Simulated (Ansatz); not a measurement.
Ansatz (a program for electronic structure) run on GaCuGeSe4 (I-4, 7 atoms in the cell): relaxation of cell and atoms.

Method: LDA (PW92), default PAW files made with PBE (plane waves; Ansatz).

The change in words: atoms on their sites; basis.ecutwfc: 420 eV → 630 eV; relax: default → cell and atoms. Reference geometry:
```yaml
crystal:
  lattice:
    - [-2.76146, 2.76146, 5.42151]
    - [2.76146, -2.76146, 5.42151]
    - [2.76146, 2.76146, -5.42151]
  atoms:
    - { symbol: Ga, position: [0.50461, 0.50461, 0.00000] }
    - { symbol: Cu, position: [0.25000, 0.75000, 0.50000] }
    - { symbol: Ge, position: [0.75000, 0.25000, 0.50000] }
    - { symbol: Se, position: [0.11400, 0.11832, 0.47142] }
    - { symbol: Se, position: [0.88168, 0.35310, 0.99568] }
    - { symbol: Se, position: [0.64690, 0.64258, 0.52858] }
    - { symbol: Se, position: [0.35742, 0.88600, 0.00432] }
```

Reference input (self-consistent single point, DFT, LDA (PW92), plane waves, default PAW files made with PBE): basis.ecutwfc = 420 eV; kpoints.mp_grid.grid = 3 3 3; hamiltonian.xc = lda; hamiltonian.pseudopotentials = {kind: paw} (the program's default PAW files); scf.occupations.method = fixed. This run's input differs from it in these lines:

Ansatz 0.2 input:
```diff
@@ -7,3 +7,3 @@
   atoms:
-    - { symbol: Ga, position: [0.504611, 0.504611, 0.000000] }
+    - { symbol: Ga, position: [0.500000, 0.500000, 0.000000] }
     - { symbol: Cu, position: [0.250000, 0.750000, 0.500000] }
@@ -15,3 +15,3 @@
 basis:
-  ecutwfc: 420.0
+  ecutwfc: 630.0
 kpoints:
@@ -26,2 +26,4 @@
     method: fixed
+relax:
+  cell: {}
 output:
```

The program printed (abridged):

```
   [... SCF lines of the steps left out ...]
relax step   1: F+E_penalty+E_count = -36013.86075664 eV  Δ(F+E_penalty+E_count) = +0.000e0 eV  max|allowed force component| = 1.336e-1 eV/Å  Δτ_max = 0.0000 Å  P = -3.298 GPa  Ω = 165.370 Å³  (9 SCF iters, dr2 threshold 1.00e-7 eV, accepted)
relax step   2: F+E_penalty+E_count = -36013.97374002 eV  Δ(F+E_penalty+E_count) = -1.130e-1 eV  max|allowed force component| = 1.934e-1 eV/Å  Δτ_max = 0.1111 Å  P = +0.198 GPa  Ω = 150.832 Å³  energy of the carried Pulay correction = +4.709e-4 eV  [...]
   [... lines left out ...]
relax step   5: F+E_penalty+E_count = -36013.99481746 eV  Δ(F+E_penalty+E_count) = -6.077e-5 eV  max|allowed force component| = 2.878e-3 eV/Å  Δτ_max = 0.0008 Å  P = -0.001 GPa  Ω = 153.287 Å³  energy of the carried Pulay correction = +3.862e-4 eV  [...]
relax step   6: F+E_penalty+E_count = -36013.99442617 eV  Δ(F+E_penalty+E_count) = +3.913e-4 eV  max|allowed force component| = 2.884e-3 eV/Å  Δτ_max = 0.0000 Å  P = -0.001 GPa  Ω = 153.287 Å³  stress off target by 1.09e-2 GPa  SCF on the basis [...]
basis re-selected at this cell: Δ(F+E_penalty+E_count) = +3.913e-4 eV, ΔP = -0.000 GPa vs the last step
the relaxation is at rest under the 4 symmetry operations that the run kept from its start: a minimum is not shown …
Free energy (F): -36013.994426 eV
Internal energy: -36013.994426 eV  (E = F + TS)
E sigma→0 (E₀):  -36013.994426 eV
Fermi energy:    8.527406 eV
--- Forces (eV/Å), atoms counted from 1 ---
  atom   1  Ga     0.00000000     0.00000000     0.00000000
  atom   2  Cu     0.00000000    -0.00000000     0.00000000
   [... lines left out ...]
  cell:  # Å, volume = 153.2867 Å³
   [... lines left out ...]
    - { symbol: Se, position: [0.11239347290079363, 0.1107170991174754, 0.45658190941910815] }
    - { symbol: Se, position: [0.8892829008825244, 0.34586481030163274, 1.0016763737833179] }
    - { symbol: Se, position: [0.6541351896983673, 0.6558115634816855, 0.5434180905808919] }
    - { symbol: Se, position: [0.34418843651831454, 0.8876065270992064, -0.0016763737833181414] }
```

The run converged. 

Summary of the result:
| Item | Result |
|---|---|
| Free energy E − TS (on the zero of these files) | -36013.9944 eV |
| Top of the valence band (on the code's own zero) | 8.53 eV |
| Gap on the k-point mesh | 0.79 eV |
| Pressure | 0.00 GPa |
| Largest force (vector length) | 0.004 eV/Å |
| Final cell | a = b = c = 6.519 Å, α = β = 131.24°, γ = 71.43° |
| Final volume per atom | 21.90 Å³ |
| Relaxation steps | 6 |

The starting cell comes from a database of computed structures (which also holds hypothetical and non-ambient phases and stackings), without a prior relaxation at this level. Its lattice was rescaled by up to half a per cent. The relaxation keeps the symmetry of its start, so its end need not be a minimum. Ansatz's pressure includes its estimate of the finite-basis (Pulay) stress.

Cost on one core of a shared machine: roughly 80 s.
